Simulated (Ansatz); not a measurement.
Start from TiO₂ in the rutile structure (space group P4_2/mnm, No. 136; a = 4.6434 Å, c = 2.9638 Å). Axes: x, y, z lie along a, b, c of the conventional cell.

Calculations: Ansatz (a quantum-chemistry and plane-wave program) PBE, no spin-orbit coupling.

Strains are applied to the cell and any free atomic positions relax.

One change was made to it. Results:

The pressure (mean of the normal stresses, compression positive) goes from zero to -2.98 GPa; the energy rises by 2.2 meV/atom; the band gap shrinks by 0.04 eV, from 1.86 eV to 1.82 eV; the electron mass becomes 0.60 mₑ along z, 1.2 mₑ across (at Γ) (base: 0.58 mₑ along c, 1.2 mₑ across (at Γ)).

Problem. Which change produced these results?
(A) uniaxial strain ε_zz = +2.40 %
(B) uniaxial strain ε_zz = +3.00 %
(C) uniaxial strain ε_zz = +0.60 %
(D) uniaxial strain ε_zz = +1.80 %
(E) uniaxial strain ε_zz = +1.20 %

Solution. E, uniaxial strain ε_zz = +1.20 %. For comparison, the energy relative to the base in the other runs: uniaxial strain ε_zz = +0.60 % gives +0.5 meV/atom; uniaxial strain ε_zz = +3.00 % gives +13 meV/atom; uniaxial strain ε_zz = +1.80 % gives +4.9 meV/atom; uniaxial strain ε_zz = +2.40 % gives +8.6 meV/atom.

Effective masses come from finite differences of ±0.01 Å⁻¹. No phonon test of stability was made. The final runs are not spin-polarised.
